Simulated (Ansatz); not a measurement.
Consider Nb in the bcc (W type) structure (space group Im-3m, No. 229; a = 3.303 Å).

The values are results of Ansatz (a quantum-chemistry and plane-wave program) r2SCAN, without spin-orbit coupling, not measurements.

Base values:

- Pressure = 0.0 GPa

One thing is altered: every lattice vector is stretched by 5.95 %; the atoms relax in the strained cell.

Q: Estimate the effect on the energy relative to the base.

A: The energy grows by 0.266 eV/atom.

Q: What happens to the pressure?

A: The pressure goes from zero to -21.9 GPa.

Whether these cells are dynamically stable was not tested. All final runs are without spin polarisation.
